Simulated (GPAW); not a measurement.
```
CELL_PARAMETERS angstrom
      2.07937     1.20053    10.04156
     -2.07937     1.20053    10.04156
      0.00000    -2.40105    10.04156
ATOMIC_POSITIONS crystal
  Bi 0.60651 0.60651 0.60651
  Bi 0.39679 0.39679 0.39679
  Te 0.21496 0.21496 0.21496
  Se 0.00243 0.00243 0.00243
  Se 0.77932 0.77932 0.77932
```

Computed with PBEsol, GPAW PAW datasets PBEsol (made by gpaw-setup) (plane waves; GPAW).

The set-up and first iterations of a GPAW log for Bi₂TeSe₂ (R3m, 5 atoms in the cell):

```
Input parameters:
  convergence: {bands: -6,
                forces: 0.001}
  kpts: {gamma: True,
         size: (4, 4, 4)}
  maxiter: 120
  mode: {ecut: 600.0,
         name: pw}
  nbands: -8
  occupations: {fixmagmom: False,
                name: fermi-dirac,
                width: 0.05}
  symmetry: {symmorphic: False,
             tolerance: 0.0005}
  xc: PBEsol

species:
  Bi:
    name: Bismuth
    Z: 83.0
    valence: 15
    core: 68
    charge: 0.0
    file: Bi.PBEsol.gz

    # Using partial waves for Bi as LCAO basis

  Te:
    name: Tellurium
    Z: 52.0
    valence: 6
    core: 46
    charge: 0.0
    file: Te.PBEsol.gz

    # Using partial waves for Te as LCAO basis

  Se:
    name: Selenium
    Z: 34.0
    valence: 6
    core: 28
    charge: 0.0
    file: Se.PBEsol.gz

    # Using partial waves for Se as LCAO basis

Reference energy: -1486216.364244  # eV

Spin-paired calculation

Convergence criteria:
   [... lines left out ...]

Density mixing:
  Method: separate
  Backend: pulay
  Linear mixing parameter: 0.05
  old densities: 5
  Damping of long wavelength oscillations: 50

Hamiltonian:
  XC and Coulomb potentials evaluated on a 120*120*120 grid
  External potential:
    NoExternalPotential

XC parameters: PBEsol with 2 nearest neighbor stencil

Number of atoms: 5
Number of atomic orbitals: 30
Number of bands in calculation: 32
Number of valence electrons: 48
Bands to converge: 26

Density initialized from atomic densities
  30 bands from LCAO basis set
  2 bands from random numbers

Atomic positions and initial magnetic moments

Positions:
   0 Bi    -0.000000   -0.000000   18.271005    ( 0.0000,  0.0000,  0.0000)
   1 Bi     0.000000    0.000000   11.953259    ( 0.0000,  0.0000,  0.0000)
   2 Te     0.000000    0.000000    6.475599    ( 0.0000,  0.0000,  0.0000)
   3 Se    -0.000000    0.000000    0.073203    ( 0.0000,  0.0000,  0.0000)
   4 Se     0.000000   -0.000000   23.476668    ( 0.0000,  0.0000,  0.0000)

Unit cell:
           periodic     x           y           z      points  spacing
  1. axis:    yes    2.079374    1.200527   10.041557    60     0.0596
  2. axis:    yes   -2.079374    1.200527   10.041557    60     0.0596
  3. axis:    yes    0.000000   -2.401054   10.041557    60     0.0596

  Lengths:  10.324627  10.324627  10.324627
  Angles:   23.237609  23.237609  23.237611

Effective grid spacing dv^(1/3) = 0.0886
     iter     time        total  log10-change:
                         energy   eigst   dens  force
iter:   1 --:--:--   -23.546008   -0.18
iter:   2 --:--:--   -23.430916   -1.69  -1.25
iter:   3 --:--:--   -23.120145   -2.21  -1.30
iter:   4 --:--:--   -23.093470   -2.65  -1.56
iter:   5 --:--:--   -23.089660   -3.68  -1.77
iter:   6 --:--:--   -23.071395c  -3.29  -1.81
iter:   7 --:--:--   -23.071600c  -3.78  -2.23
iter:   8 --:--:--   -23.070344c  -4.54  -2.51
iter:   9 --:--:--   -23.070609c  -4.37  -2.68
iter:  10 --:--:--   -23.069992c  -5.51  -2.81
```

Will this run converge, and how will it end?

The run converged in 30 iterations. Convergence of the loop says nothing yet on basis, mesh or lower states. It ends on: free energy E − TS (from the program's reference atoms) -23.0701 eV; top of the valence band (on the code's own zero) 5.54 eV; gap on the k-point mesh 0.51 eV; pressure 1.79 GPa; largest force (vector length) 0.487 eV/Å. The log goes on:

```
   [... 7 lines left out ...]
iter:  18 --:--:--   -23.070120c  -6.54  -3.20
iter:  19 --:--:--   -23.070093c  -6.22  -3.24
iter:  20 --:--:--   -23.070083c  -6.34  -3.34
iter:  21 --:--:--   -23.070059c  -6.15  -3.44
iter:  22 --:--:--   -23.070057c  -7.53c -3.74
iter:  23 --:--:--   -23.070054c  -7.43c -3.80
iter:  24 --:--:--   -23.070051c  -7.54c -3.89
iter:  25 --:--:--   -23.070050c  -7.62c -4.06c
iter:  26 --:--:--   -23.070050c  -8.77c -4.27c -2.69
iter:  27 --:--:--   -23.070049c  -8.54c -4.32c -2.15
iter:  28 --:--:--   -23.070049c  -8.73c -4.45c -2.21
iter:  29 --:--:--   -23.070049c  -8.41c -4.58c -2.25
iter:  30 --:--:--   -23.070049c  -9.61c -4.90c -3.24c
Converged after 30 iterations.

Dipole moment: (0.000000, -0.000000, -13.812232) |e|*Ang

Energy contributions relative to reference atoms: (reference = -1486216.364244)

Kinetic:        +65.845548
Potential:      -62.409602
External:        +0.000000
XC:             -23.627596
Entropy (-ST):   -0.000200
Local:           -2.878299
SIC:             +0.000000
--------------------------
Free energy:    -23.070149
Extrapolated:   -23.070049

Showing only first 2 kpts
 Kpt  Band  Eigenvalues  Occupancy
  0    22      4.86853    2.00000
  0    23      5.54199    1.99214
  0    24      6.05674    0.01700
  0    25      7.09521    0.00000

  1    22      4.42035    2.00000
  1    23      5.12467    2.00000
  1    24      7.55828    0.00000
  1    25      8.19985    0.00000

Fermi level: 5.81878

Gap: 0.515 eV
Transition (v -> c):
  (s=0, k=0, n=23, [0.00, 0.00, 0.00]) -> (s=0, k=0, n=24, [0.00, 0.00, 0.00])
No difference between direct/indirect transitions
Energy (eV): -23.070049

Forces in eV/Ang:
  0 Bi    0.00000    0.00000    0.32536
  1 Bi    0.00000   -0.00000   -0.16543
  2 Te    0.00000    0.00000   -0.48657
  3 Se    0.00000    0.00000   -0.11059
  4 Se    0.00000    0.00000    0.43676

Stress tensor:
    -0.012060     0.000000    -0.000000
     0.000000    -0.012060     0.000000
    -0.000000     0.000000    -0.009474
Stress (GPa, Voigt): [-1.9322 -1.9322 -1.5178  0.     -0.      0.    ]
```

For comparison: a first run was changed to give this one (lattice scaled by 0.98), and from it to this one the free energy stays essentially unchanged (within 1 meV/atom), the pressure goes from -1.66 to 1.79 GPa, the largest force goes from 0.085 to 0.487 eV/Å and the gap on the mesh hardly changes (0.505 to 0.515 eV).

The starting cell comes from a database of computed structures (which also holds hypothetical and non-ambient phases and stackings), without a prior relaxation at this level. For this run, on top of that: lattice scaled by 0.98. Spin-orbit coupling is off.

The run was DFT PBEsol, plane waves, GPAW PAW datasets PBEsol (made by gpaw-setup). Main settings of its input:

```
setting                    value
-------------------  -----------
mode                          pw
ecut                      600 eV
xc                        PBEsol
kpts                       4 4 4
mesh shift (steps)         0 0 0
occupations.name     fermi-dirac
occupations.width        0.05 eV
nbands                        -8
convergence.forces    0.001 eV/Å
convergence.bands             -6
symmetry.symmorphic        false
symmetry.tolerance        0.0005
```
